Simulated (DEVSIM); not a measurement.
Device: Ti/Al2O3/n-Ge capacitor, at 300 K.

Layer 1 from the left is Al2O3, thickness (nm) 2.40. Layer 2 from the left is Ge, thickness (nm) 16000, Nd (cm⁻³) 1.4e15.

Metal gate on the left, work function 4.33 eV. Fixed charge at the semiconductor interface 0 cm⁻² (in units of +e); no interface traps.

The device is made up for the run: typed textbook-type constants, with dimensions and the other settings drawn at random. Values at 300 K.

Al2O3: gap (eV) 6.8, affinity (eV) 1.35, permittivity 9. Ge: gap (eV) 0.664, affinity (eV) 4, permittivity 16, Nc (cm⁻³) 1.04e19, Nv (cm⁻³) 6e18.

Q: Estimate by hand the flat-band voltage, the threshold voltage, and compare with a numerical solution.

A: 
- Flat-band voltage: C = 3.32 μF/cm², work-function difference 0.100 V; VFB = φms − qNf/C = 0.10 V; numerical 0.10 V.
- Threshold voltage: φF = 0.109 V, depletion charge √(4εqNφF) = 1.18e-8 C/cm²; VT = VFB − 2φF − Qd/C = -0.12 V; numerical -0.12 V.

Model (solved in DEVSIM): 1D Poisson equation in equilibrium, Boltzmann statistics, complete ionisation; no quantum confinement or tunnelling. Metal contacts follow the ideal Schottky-Mott rule: no Fermi-level pinning, no interface dipoles.
